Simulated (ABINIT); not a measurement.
Input and output of a self-consistent single point for SrAl2 (Imma, 6 atoms in the cell) (ABINIT).

Method: LDA (PW92), norm-conserving pseudopotentials (PseudoDojo nc-sr-04 LDA standard) (plane waves; ABINIT).

```
SrAl2
1.0
   -2.46218     4.05678     4.04831
    2.46218    -4.05678     4.04831
    2.46218     4.05678    -4.04831
Sr Al
2 4
Direct
  0.30033   0.55033   0.75000
  0.69967   0.44967   0.25000
  0.27083   0.83937   0.43146
  0.72917   0.16063   0.56854
  0.90791   0.83937   0.06854
  0.09209   0.16063   0.93146
```

Reference input (self-consistent single point, DFT, LDA (PW92), plane waves, norm-conserving pseudopotentials (PseudoDojo nc-sr-04 LDA standard)): pseudos = [Sr.upf, Al.upf]; ecut = 925 eV; occopt = 7; tsmear = 0.1 eV; ngkpt = 6 6 6; nshiftk = 1; shiftk = 0 0 0; potentials = PseudoDojo nc-sr-04 LDA standard; nband = 22; kptopt = 1; nstep = 50; tolvrs = 1e-10. This run's input differs from it in these lines:

```diff
@@ -24,3 +24,3 @@
 kptopt 1
-ngkpt 6 6 6
+ngkpt 4 4 4
 nshiftk 1
```

Output, abridged:

```
--- !BeginCycle
solver: {iscf: 7, nstep: 50, nline: 4, wfoptalg: 0, }
tolerances: {tolvrs: 1.00E-10, }
...

     iter   Etot(hartree)      deltaE(h)  residm     vres2
 ETOT  1  -77.994942262888    -7.799E+01 4.287E-02 3.354E+02
 ETOT  2  -78.046740100150    -5.180E-02 5.936E-03 2.203E+00
 ETOT  3  -78.046887392525    -1.473E-04 2.818E-03 3.897E-01
 ETOT  4  -78.046907990693    -2.060E-05 1.429E-03 6.196E-03
 ETOT  5  -78.046908799956    -8.093E-07 4.106E-04 1.020E-03
 ETOT  6  -78.046908862072    -6.212E-08 2.688E-04 8.570E-06
 ETOT  7  -78.046908862791    -7.191E-10 1.115E-04 2.271E-07
 ETOT  8  -78.046908862808    -1.725E-11 1.109E-04 9.168E-09
 ETOT  9  -78.046908862807     9.948E-13 4.748E-05 1.848E-10
 ETOT 10  -78.046908862807     1.279E-13 5.553E-05 1.225E-11
 At SCF step   10       vres2   =  1.22E-11 < tolvrs=  1.00E-10 =>converged.

 Cartesian components of stress tensor (hartree/bohr^3)
  sigma(1 1)=  1.76125904E-04  sigma(3 2)=  0.00000000E+00
  sigma(2 2)=  1.90023223E-04  sigma(3 1)=  0.00000000E+00
  sigma(3 3)=  1.75766649E-04  sigma(2 1)=  0.00000000E+00

 ----iterations are completed or convergence reached----

 reduced coordinates (array xred) for    6 atoms
       0.300329999998      0.550330000002      0.749999999997
       0.699669999995      0.449669999998      0.249999999997
       0.270829999997      0.839369999999      0.431459999999
       0.729169999996      0.160630000001      0.568539999995
       0.907909999993      0.839369999999      0.068539999995
       0.092090000000      0.160630000001      0.931459999999
 cartesian forces (eV/Angstrom) at end:
   [... lines left out ...]
 Fermi (or HOMO) energy (hartree) =   0.20622   Average Vxc (hartree)=  -0.33148
 Fermi (or HOMO) energy (eV) =   5.61164   Average Vxc (eV)=  -9.01995
   [... lines left out ...]
total_energy        : -7.80469088628072E+01
total_energy_eV     : -2.12376439615228E+03
band_energy         : -8.29054536560493E+00
...

-Cartesian components of stress tensor (GPa)         [Pressure= -5.3146E+00 GPa]
- sigma(1 1)=  5.18180212E+00  sigma(3 2)=  0.00000000E+00
- sigma(2 2)=  5.59067531E+00  sigma(3 1)=  0.00000000E+00
- sigma(3 3)=  5.17123248E+00  sigma(2 1)=  0.00000000E+00

 Calculation completed.
```

The run converged in 10 iterations. Against the reference run the free energy goes down by 6.5 meV/atom, the pressure stays near -5.31 GPa while the xx stress (positive for compression) goes from -5.79 to -5.18 GPa and the largest force goes from 0.152 to 0.179 eV/Å.

The starting cell comes from a database of computed structures (which also holds hypothetical and non-ambient phases and stackings), without a prior relaxation at this level. Its lattice was rescaled by a random factor within 2.5 % of one. With a pressure of about -5 GPa the cell is away from its equilibrium volume at this level.

Cost on one core of a shared machine: roughly 2 min.
